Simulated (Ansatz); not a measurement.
**Sb (model structure, I-43m, No. 217, 4 atoms in the cell)**

Computed with LDA in Ansatz (plane waves, PAW).

Settings: plane-wave cutoff 520 eV, 8×8×8 k mesh, Fermi–Dirac smearing 0.01 eV, scalar-relativistic PAW data made under PBE.

Cell (relaxed with PBE-D3(BJ)):

```cif
data_Sb4
_chemical_formula_sum 'Sb4'
_space_group_name_H-M_alt 'P 1'
_space_group_IT_number 1
_cell_length_a 5.72345
_cell_length_b 5.72345
_cell_length_c 5.72345
_cell_angle_alpha 109.471
_cell_angle_beta 109.471
_cell_angle_gamma 109.471
loop_
_space_group_symop_operation_xyz
  'x, y, z'
loop_
_atom_site_label
_atom_site_type_symbol
_atom_site_fract_x
_atom_site_fract_y
_atom_site_fract_z
_atom_site_occupancy
Sb1 Sb 0.69062 0.00000 0.00000 1
Sb2 Sb 0.00000 0.69062 0.00000 1
Sb3 Sb 0.00000 0.00000 0.69062 1
Sb4 Sb 0.30938 0.30938 0.30938 1
```

```
Property    Value
--------  -------
band gap  0.09 eV
```

Note: the relaxation could raise the start's symmetry but not lower it, so the cell can be a saddle point; cell and atoms aren't relaxed at this level (largest force component 0.21 eV/Å, pressure -1.3 GPa).

Spin–orbit coupling is not included; it can close the smallest gap of 0.09 eV.

Static lattice: no zero-point or thermal effects.

The result took roughly 16 core-seconds.

A model structure was made by putting elements into a prototype or built by hand; it is no filed structure, need not be a known phase, and can be a saddle point held by its symmetry.

Ansatz is an electronic-structure program.
